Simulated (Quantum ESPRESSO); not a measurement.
Input and output of a self-consistent single point for Sr₅Ir₂N₆ (C2/c, 26 atoms in the cell) (Quantum ESPRESSO).

Method of the run: PBEsol, GBRV 1.5 ultrasoft (PBESOL) pseudopotentials (plane waves; Quantum ESPRESSO 7.5).

```
Sr5(IrN3)2
1.0
    5.23574    -3.59382     0.00000
    5.23574     3.59382     0.00000
   -3.04534     0.00000    12.74610
Sr Ir N
10 4 12
Direct
  0.31748   0.80046   0.99995
  0.68252   0.19954   0.00005
  0.19954   0.68252   0.50005
  0.80046   0.31748   0.49995
  0.27551   0.04667   0.72056
  0.72449   0.95333   0.27944
  0.95333   0.72449   0.77944
  0.04667   0.27551   0.22056
  0.62213   0.37787   0.75000
  0.37787   0.62213   0.25000
  0.69975   0.83455   0.55386
  0.30025   0.16545   0.44614
  0.16545   0.30025   0.94614
  0.83455   0.69975   0.05386
  0.90292   0.99172   0.62549
  0.09708   0.00828   0.37451
  0.00828   0.09708   0.87451
  0.99172   0.90292   0.12549
  0.59947   0.68257   0.64003
  0.40053   0.31743   0.35997
  0.31743   0.40053   0.85997
  0.68257   0.59947   0.14003
  0.30456   0.27694   0.58649
  0.69544   0.72306   0.41351
  0.72306   0.69544   0.91351
  0.27694   0.30456   0.08649
```

Reference input (self-consistent single point, DFT, PBEsol, plane waves, GBRV 1.5 ultrasoft (PBESOL) pseudopotentials): ecutwfc = 40 Ry; ecutrho = 320 Ry; occupations = smearing; smearing = gaussian; degauss = 0.0099958 Ry; potentials = {Sr: sr_pbesol_v1.uspp.F.UPF, Ir: ir_pbesol_v1.2.uspp.F.UPF, N: n_pbesol_v1.2.uspp.F.UPF}; K_POINTS = automatic 3 3 2 0 0 0; conv_thr = 1e-10 Ry; mixing_beta = 0.5. This run's input differs from it in these lines:

```diff
@@ -12,4 +12,4 @@
  ntyp = 3,
- ecutwfc = 40,
- ecutrho = 320,
+ ecutwfc = 28,
+ ecutrho = 224,
  occupations = 'smearing',
```

Log, with long lists cut:

```
     Self-consistent Calculation

     iteration #  1     ecut=    28.00 Ry     beta= 0.50

     negative rho (up, down):  1.840E+00 0.000E+00

     total energy              =   -1659.72578991 Ry
     estimated scf accuracy    <      19.47866652 Ry

     iteration #  2     ecut=    28.00 Ry     beta= 0.50

     negative rho (up, down):  1.925E+00 0.000E+00

     total energy              =   -1664.69941705 Ry
     estimated scf accuracy    <      35.00354787 Ry

     iteration #  3     ecut=    28.00 Ry     beta= 0.50

     negative rho (up, down):  1.917E+00 0.000E+00

     total energy              =   -1668.79647214 Ry
     estimated scf accuracy    <       1.15075471 Ry

   [... 12 blocks of this kind left out ...]

     iteration # 16     ecut=    28.00 Ry     beta= 0.50

     negative rho (up, down):  1.897E+00 0.000E+00

     total energy              =   -1669.01571543 Ry
     estimated scf accuracy    <          1.5E-10 Ry

     iteration # 17     ecut=    28.00 Ry     beta= 0.50

     negative rho (up, down):  1.897E+00 0.000E+00
     End of self-consistent calculation

     the Fermi energy is    10.3599 ev

!    total energy              =   -1669.01571543 Ry
     estimated scf accuracy    <          1.2E-11 Ry
     smearing contrib. (-TS)   =      -0.00559884 Ry
     internal energy E=F+TS    =   -1669.01011659 Ry

     convergence has been achieved in  17 iterations

     negative rho (up, down):  1.897E+00 0.000E+00

     Forces acting on atoms (cartesian axes, Ry/au):

     atom    1 type  1   force =     0.00033877    0.00008833   -0.00012037
     atom    2 type  1   force =    -0.00033877   -0.00008833    0.00012037
     atom    3 type  1   force =    -0.00033877    0.00008833    0.00012037
     atom    4 type  1   force =     0.00033877   -0.00008833   -0.00012037
     atom    5 type  1   force =     0.00039633    0.00254126   -0.00097284
   [... lines left out ...]
     Total force =     0.068497     Total SCF correction =     0.000009
   [... lines left out ...]

     negative rho (up, down):  1.897E+00 0.000E+00
          total   stress  (Ry/bohr**3)                   (kbar)     P=      -90.39
  -0.00063316   0.00000000  -0.00000532          -93.14        0.00       -0.78
   0.00000000  -0.00054260   0.00000000            0.00      -79.82        0.00
  -0.00000532   0.00000000  -0.00066762           -0.78        0.00      -98.21

   JOB DONE.
```

The run converged in 17 iterations. Against the reference run the free energy goes up by 96.3 meV/atom, the pressure goes from -4.82 to -9.04 GPa and the largest force goes from 0.585 to 0.602 eV/Å.

The starting cell comes from a database of computed structures (which also holds hypothetical and non-ambient phases and stackings), without a prior relaxation at this level. Spin polarisation is off. At the lowered cutoff the pressure carries the error of an incomplete plane-wave basis.

Cost on one core of a shared machine: roughly 6 min.
